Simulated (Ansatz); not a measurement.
Structure of amorphous In9Ga9Zn9O39Y2 (periodic cell):

```yaml
crystal:
  lattice:
    - [9.79874, 0.04702, 0.32647]
    - [0.04702, 9.68665, 0.19496]
    - [0.32647, 0.19496, 9.16743]
  atoms:
    - { symbol: In, position: [0.91216, 0.33211, 0.43675] }
    - { symbol: In, position: [0.74456, 0.42402, 0.73520] }
    - { symbol: In, position: [0.48803, 0.71675, 0.70201] }
    - { symbol: In, position: [0.42599, 0.52541, 0.00005] }
    - { symbol: In, position: [0.42121, 0.34619, 0.65550] }
    - { symbol: In, position: [0.64120, 0.06000, 0.72585] }
    - { symbol: In, position: [0.09298, 0.87920, 0.45454] }
    - { symbol: In, position: [0.46930, 0.34739, 0.28656] }
    - { symbol: In, position: [0.79562, 0.49657, 0.07892] }
    - { symbol: Ga, position: [0.18468, 0.18815, 0.36945] }
    - { symbol: Ga, position: [0.57662, 0.85103, 0.03444] }
    - { symbol: Ga, position: [0.27591, 0.18868, 0.98712] }
    - { symbol: Ga, position: [0.14636, 0.59155, 0.15807] }
    - { symbol: Ga, position: [0.98844, 0.19303, 0.11803] }
    - { symbol: Ga, position: [0.28324, 0.89355, 0.15505] }
    - { symbol: Ga, position: [0.82743, 0.76690, 0.84799] }
    - { symbol: Ga, position: [0.28863, 0.97090, 0.75917] }
    - { symbol: Ga, position: [0.72892, 0.82430, 0.50374] }
    - { symbol: Zn, position: [0.10781, 0.29440, 0.74176] }
    - { symbol: Zn, position: [0.49566, 0.64565, 0.31751] }
    - { symbol: Zn, position: [0.93254, 0.61628, 0.42328] }
    - { symbol: Zn, position: [0.61033, 0.20142, 0.03584] }
    - { symbol: Zn, position: [0.99370, 0.00151, 0.90214] }
    - { symbol: Zn, position: [0.92797, 0.81257, 0.14641] }
    - { symbol: Zn, position: [0.77551, 0.09225, 0.29194] }
    - { symbol: Zn, position: [0.23536, 0.51647, 0.46519] }
    - { symbol: Zn, position: [0.94728, 0.08494, 0.62874] }
    - { symbol: O, position: [0.47050, 0.73438, 0.93871] }
    - { symbol: O, position: [0.55262, 0.76720, 0.46540] }
    - { symbol: O, position: [0.73714, 0.33519, 0.95189] }
    - { symbol: O, position: [0.11841, 0.37552, 0.39168] }
    - { symbol: O, position: [0.44197, 0.48306, 0.46563] }
    - { symbol: O, position: [0.87739, 0.57032, 0.84581] }
    - { symbol: O, position: [0.20385, 0.53624, 0.97435] }
    - { symbol: O, position: [0.79031, 0.49868, 0.50805] }
    - { symbol: O, position: [0.00535, 0.80317, 0.91398] }
    - { symbol: O, position: [0.00295, 0.10744, 0.41628] }
    - { symbol: O, position: [0.74715, 0.76245, 0.04486] }
    - { symbol: O, position: [0.27453, 0.98967, 0.97698] }
    - { symbol: O, position: [0.95272, 0.58440, 0.19892] }
    - { symbol: O, position: [0.83643, 0.97674, 0.77249] }
    - { symbol: O, position: [0.46256, 0.96915, 0.65611] }
    - { symbol: O, position: [0.13265, 0.78400, 0.20102] }
    - { symbol: O, position: [0.12759, 0.99295, 0.65427] }
    - { symbol: O, position: [0.30271, 0.18929, 0.78106] }
    - { symbol: O, position: [0.58773, 0.15933, 0.25248] }
    - { symbol: O, position: [0.05525, 0.18941, 0.92367] }
    - { symbol: O, position: [0.58311, 0.02666, 0.94925] }
    - { symbol: O, position: [0.22007, 0.44882, 0.68186] }
    - { symbol: O, position: [0.41953, 0.30128, 0.05199] }
    - { symbol: O, position: [0.85757, 0.29833, 0.22188] }
    - { symbol: O, position: [0.89720, 0.02185, 0.13086] }
    - { symbol: O, position: [0.92538, 0.28290, 0.66357] }
    - { symbol: O, position: [0.88872, 0.81401, 0.38668] }
    - { symbol: O, position: [0.58856, 0.51549, 0.17221] }
    - { symbol: O, position: [0.28234, 0.77377, 0.72492] }
    - { symbol: O, position: [0.51937, 0.50428, 0.77737] }
    - { symbol: O, position: [0.70131, 0.01574, 0.48331] }
    - { symbol: O, position: [0.35724, 0.20986, 0.44436] }
    - { symbol: O, position: [0.62087, 0.26197, 0.65348] }
    - { symbol: O, position: [0.25608, 0.98422, 0.33927] }
    - { symbol: O, position: [0.16921, 0.20532, 0.16546] }
    - { symbol: O, position: [0.46418, 0.85574, 0.20853] }
    - { symbol: O, position: [0.31762, 0.55808, 0.23402] }
    - { symbol: O, position: [0.70629, 0.75814, 0.69695] }
    - { symbol: O, position: [0.09601, 0.66834, 0.52265] }
    - { symbol: Y, position: [0.47528, 0.00407, 0.40832] }
    - { symbol: Y, position: [0.11724, 0.63293, 0.78062] }
```

Methods: PBE, scalar-relativistic without spin-orbit coupling (Ansatz, a quantum-chemistry and plane-wave program); r2SCAN, scalar-relativistic without spin-orbit coupling (Ansatz); HSE06, scalar-relativistic without spin-orbit coupling (Ansatz). Neutral PBE cell, which sets geometry, pressure and energy: sampling: a 2×2×2 Γ-centred mesh; Fermi-Dirac width 0.02 eV; no spin polarisation. Exact exchange is cut at the faces of this 9 Å cell, which leaves hybrid gaps a finite-size error.

A CHGNet melt-quench gave the starting glass, which DFT then relaxed. O atoms were pushed apart under 1.9 Å during the dynamics, to hinder bonds among them. The hot cell started wider than the set density and was brought back towards it in steps. It is the lowest in DFT energy of 2 quenches. It is a model cell: composition and starting density were chosen by hand, and all elements were melted together. No dispersion term was used. Its density started from a set value of 5.83 and ended at 5.83 g/cm³. The simulated quench (nominally 320 K/ps over its main leg) is rapid and tends to freeze in more defects than a deposited or slowly cooled glass has. A cell of this size samples the disorder only roughly. The volume was held where the preparation left it and the shape relaxed.

### Question
Give the pressure and the spacing of the highest filled and lowest empty levels.

### Answer

```json
{
 "Pressure on a 2×2×2 Γ-centred mesh": "2.65 GPa",
 "Largest force and stress component on that mesh (the relaxation ran on the zone centre alone)": "0.07 eV/Å and 2.7 GPa",
 "Level gap on a 2×2×2 Γ-centred mesh (PBE)": "1.01 eV",
 "Level gap at the zone centre (PBE)": "1.14 eV",
 "Level gap at the zone centre (r2SCAN)": "1.58 eV",
 "Level gap at the zone centre (HSE06)": "2.70 eV",
 "Distance between the nearest levels spread over more than a fifth of the atoms or a third of the atoms of their main element (six at least) (PBE, zone centre)": "1.28 eV"
}
```

### Question
At PBE and the zone centre, how localised are the states just below and above the Fermi level (participation number: the atoms over which a state spreads)?

### Answer
The highest filled state is spread over 8.7 atoms' worth, largest on O49, with weights by element (charge in smoothed Voronoi cells) O 0.82, Zn 0.15, In 0.02. The lowest empty state is spread over 62.5 atoms' worth, largest on In9, with weights by element (charge in smoothed Voronoi cells) O 0.53, In 0.19, Zn 0.13.

At PBE the levels at the filled edge of the gap are localised (band-tail or defect states).

Cut-offs for bonds: In-In 3.12 Å, In-Ga 2.90 Å, In-Zn 2.90 Å, In-O 2.76 Å, In-Y 3.43 Å, Ga-Ga 2.68 Å, Ga-Zn 2.68 Å, Ga-O 2.42 Å, Ga-Y 3.21 Å, Zn-Zn 2.68 Å, Zn-O 2.42 Å, Zn-Y 3.21 Å, O-O 1.58 Å, O-Y 2.82 Å, Y-Y 3.74 Å. Two cations that share two anions don't count as bonded, nor two that share one unless they lie closer than In-In 3.04 Å, In-Ga 2.82 Å, In-Zn 2.82 Å, In-Y 3.34 Å, Ga-Ga 2.61 Å, Ga-Zn 2.61 Å, Ga-Y 3.12 Å, Zn-Zn 2.61 Å, Zn-Y 3.12 Å, Y-Y 3.64 Å.

Added carriers, by PBE, scalar-relativistic without spin-orbit coupling (Ansatz) on the zone centre alone. Charged cells keep the cell fixed and stand in a uniform background, with no image correction, at a width of 0.01 eV; where the count is odd the moment is locked at 1 μB, unless the neutral cell bore moments. Each starts from the undistorted neutral geometry alone. PBE's self-interaction favours spread-out carriers, so it can miss traps that a hybrid finds.

### Question
What happens at PBE when the cell takes an extra electron and the atoms relax?

### Answer
Relaxation lowers the charged cell by 0.01 eV. The largest moves are O60 0.02 Å, In1 0.01 Å, O35 0.01 Å, O33 0.01 Å. The level that holds the added charge spreads over 62.5 atoms' worth, most on In9 (weight 0.03): a carrier spread over the cell. No bond crosses its cut-off with a change of over 0.15 Å (metal-metal contacts aside). Made neutral again at that geometry, the cell lies +0.01 eV from the neutral start.

### Question
What happens at PBE when the cell takes a hole and the atoms relax?

### Answer
Relaxation lowers the charged cell by 0.13 eV. The largest moves are O64 0.28 Å, O31 0.18 Å, In4 0.13 Å, O34 0.11 Å. The level that was emptied spreads over 9.1 atoms' worth, most on O49 (weight 0.18): a partly localised carrier. Bonds broken: In4-O64. Made neutral again at that geometry, the cell lies +0.32 eV from the neutral start (a closed shell was imposed there, with levels 0.42 eV apart, so this is an upper bound).
